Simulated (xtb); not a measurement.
xtb 6.7.1, GFN2-xTB: Ti(Cl)(OH)3(OH2) ([OH][Ti]([OH])([OH])(<-[OH2])[Cl]), 11 atoms. The geometry is a generated start, not checked to be a minimum at this level.

```
Quantity                  Result
-----------------  -------------
run flags                 --grad
method                  GFN2-xTB
--acc                1 (default)
--etemp (K)        300 (default)
basis functions               41
valence electrons             40
```

```xyz
11

Ti     0.3322    -0.0992    -0.3257
Cl     0.7683    -1.9620     0.7317
O     -1.3062    -0.1242    -0.9084
H     -1.5861    -0.1474    -1.8279
O      1.1214     1.2558     0.3538
H      0.9407     2.1067     0.7554
O      1.2026    -0.3866    -1.7920
H      2.0718    -0.1022    -2.0865
O     -0.9989     0.1589     1.6974
H     -1.8750    -0.0227     1.3284
H     -0.6709    -0.6771     2.0738
```

Charge 0 and multiplicity 1 are set for this test and not shown to be the ground state.

One run each on 1 thread. Values of broydamp tried: 0.02, 0.05, 0.1, 0.2, 0.4 (default), 0.6, 0.8, 1.

Question: Predict the course of the SCC iterations along this series.

Answer: Fewest SCC iterations, within one of each other: 0.6 with 14, 0.8 with 13, 1 with 13. The count rises to 26 at 0.02. All converge to one solution.

| broydamp | SCC iterations | end |
|---|---|---|
| 0.02 | 26 | same solution |
| 0.05 | 23 | same solution |
| 0.1 | 20 | same solution |
| 0.2 | 18 | same solution |
| 0.4 (default) | 15 | same solution |
| 0.6 | 14 | same solution |
| 0.8 | 13 | same solution |
| 1 | 13 | same solution |
